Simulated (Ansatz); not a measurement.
Worked example: self-consistent single point of ZrPbSe₃ (P6_3/mmc, 20 atoms in the cell) in Ansatz (an electronic-structure program).

Computed with PBE (plane waves, PAW; Ansatz).

The change in words: 1 x 1 x 2 supercell, mesh divided and rounded up; kpoints.mp_grid.grid: 3 3 3 → 3 3 2. Reference geometry:
```
ZrPbSe3
1.0
    7.69920     0.00000     0.00000
   -3.84960     6.66771     0.00000
    0.00000     0.00000     6.57783
Pb Zr Se
2 2 6
Direct
  0.33333   0.66667   0.75000
  0.66667   0.33333   0.25000
  0.00000   0.00000   0.00000
  0.00000   0.00000   0.50000
  0.14620   0.29240   0.25000
  0.70760   0.85380   0.25000
  0.14620   0.85380   0.25000
  0.85380   0.70760   0.75000
  0.29240   0.14620   0.75000
  0.85380   0.14620   0.75000
```

Reference input (self-consistent single point, DFT, PBE, plane waves, default PAW files): basis.ecutwfc = 30.9 Ry; kpoints.mp_grid.grid = 3 3 3; hamiltonian.xc = pbe; hamiltonian.pseudopotentials = {kind: paw} (the program's default PAW files); scf.occupations.method = methfessel_paxton; scf.occupations.width = 0.0073 Ry. This run's input differs from it in these lines:

Ansatz 0.2 input:
```diff
@@ -5,14 +5,24 @@
     - [-3.849602, 6.667706, 0.000000]
-    - [0.000000, 0.000000, 6.577828]
+    - [0.000000, 0.000000, 13.155656]
   atoms:
-    - { symbol: Pb, position: [0.333333, 0.666667, 0.750000] }
-    - { symbol: Pb, position: [0.666667, 0.333333, 0.250000] }
+    - { symbol: Pb, position: [0.333333, 0.666667, 0.375000] }
+    - { symbol: Pb, position: [0.333333, 0.666667, 0.875000] }
+    - { symbol: Pb, position: [0.666667, 0.333333, 0.125000] }
+    - { symbol: Pb, position: [0.666667, 0.333333, 0.625000] }
     - { symbol: Zr, position: [0.000000, 0.000000, 0.000000] }
     - { symbol: Zr, position: [0.000000, 0.000000, 0.500000] }
-    - { symbol: Se, position: [0.146200, 0.292400, 0.250000] }
-    - { symbol: Se, position: [0.707600, 0.853800, 0.250000] }
-    - { symbol: Se, position: [0.146200, 0.853800, 0.250000] }
-    - { symbol: Se, position: [0.853800, 0.707600, 0.750000] }
-    - { symbol: Se, position: [0.292400, 0.146200, 0.750000] }
-    - { symbol: Se, position: [0.853800, 0.146200, 0.750000] }
+    - { symbol: Zr, position: [0.000000, 0.000000, 0.250000] }
+    - { symbol: Zr, position: [0.000000, 0.000000, 0.750000] }
+    - { symbol: Se, position: [0.146200, 0.292400, 0.125000] }
+    - { symbol: Se, position: [0.146200, 0.292400, 0.625000] }
+    - { symbol: Se, position: [0.707600, 0.853800, 0.125000] }
+    - { symbol: Se, position: [0.707600, 0.853800, 0.625000] }
+    - { symbol: Se, position: [0.146200, 0.853800, 0.125000] }
+    - { symbol: Se, position: [0.146200, 0.853800, 0.625000] }
+    - { symbol: Se, position: [0.853800, 0.707600, 0.375000] }
+    - { symbol: Se, position: [0.853800, 0.707600, 0.875000] }
+    - { symbol: Se, position: [0.292400, 0.146200, 0.375000] }
+    - { symbol: Se, position: [0.292400, 0.146200, 0.875000] }
+    - { symbol: Se, position: [0.853800, 0.146200, 0.375000] }
+    - { symbol: Se, position: [0.853800, 0.146200, 0.875000] }
 basis:
@@ -20,3 +30,3 @@
 kpoints:
-  mp_grid: { grid: [3, 3, 3] }
+  mp_grid: { grid: [3, 3, 2] }
 hamiltonian:
```

Log, with long lists cut:

```
SCF iter   1: F=—  HF=-129998.828731 eV  |F-HF|=—  |Δ(HF+E_count)|=         —  Δρ=3.45e-3  dr2=1.85e-1  ethr=1.77e-3  ⟨swp⟩=6.2  Hψ=3672  notcnv=0
all-band conjugate gradients solve this SCF's bands
preconditioner: auto → Resta (q_TF=auto, 2.378 Å⁻¹)
SCF iter   2: F=—  HF=-129998.799265 eV  |F-HF|=—  |Δ(HF+E_count)|=   2.95e-2  S|Δr|=    0.00e0  Δρ=1.28e-3  dr2=2.20e-2  ethr=6.25e-5  ⟨swp⟩=2.0  Hψ=1339  notcnv=0  defer=4
   [... lines left out ...]
SCF iter   6: F=—  HF=-129998.798029 eV  |F-HF|=—  |Δ(HF+E_count)|=   1.63e-4  S|Δr|=    0.00e0  Δρ=1.47e-5  dr2=4.42e-6  ethr=5.89e-9  ⟨swp⟩=3.0  Hψ=2106  notcnv=0  defer=6
SCF iter   7: F=—  HF=-129998.798029 eV  |F-HF|=—  |Δ(HF+E_count)|=   7.04e-7  S|Δr|=    0.00e0  Δρ=4.95e-6  dr2=2.67e-7  ethr=1.49e-9  ⟨swp⟩=2.0  Hψ=1216  notcnv=0  defer=6
SCF iter   8: F=-129998.798030 eV  HF=-129998.798030 eV  |F-HF|=1.73e-8  |Δ(HF+E_count)|=   2.63e-7  S|Δr|=    0.00e0  Δρ=1.41e-6  dr2=1.95e-8  ethr=3.38e-11  ⟨swp⟩=10.0  Hψ=4388  notcnv=0
SCF 1 converged in 8 iterations: F = -129998.798030 eV  dr2 = 1.95e-8
Stability not checked (fill_not_monotonic)
Free energy (F): -129998.798030 eV
Internal energy: -129998.816634 eV  (E = F + TS)
E sigma→0 (E₀):  -129998.802681 eV
Entropy (-TS):   0.018604 eV (0.930 meV/atom)
Fermi energy:    6.675125 eV
--- Forces (eV/Å), atoms counted from 1 ---
  atom   1  Pb     0.00000000    -0.00000000     0.00000000
  atom   2  Pb     0.00000000    -0.00000000     0.00000000
  atom   3  Pb     0.00000000     0.00000000     0.00000000
  atom   4  Pb     0.00000000     0.00000000     0.00000000
   [... lines left out ...]
  atom  20  Se    -2.64757269     1.52857680     0.00000000
--- Stress (GPa, compression-positive) ---
        2.969279      -0.000000      -0.000000
       -0.000000       2.969279       0.000000
       -0.000000       0.000000       5.666450
  P = ⅓ Tr σ = 3.8683 GPa (38.683 kbar)
  The stress holds the Pulay correction. Without it, at fixed plane waves, as pw.x and ABINIT print it: P = 3.8523 GPa
```

The run converged in 8 iterations. Against the reference run the free energy goes down by 1.0 meV/atom, the pressure moves little (3.88 to 3.87 GPa) and the largest force moves little (3.063 to 3.057 eV/Å).

The starting cell was generated: these elements placed on a structure prototype, without a prior relaxation; it need not be a known phase or ordering of this composition. With a pressure of about 4 GPa the cell is away from its equilibrium volume at this level. Forces in this geometry exceed 1 eV/Å. Ansatz's pressure includes its estimate of the finite-basis (Pulay) stress.

Cost on one core of a shared machine: roughly 50 s.
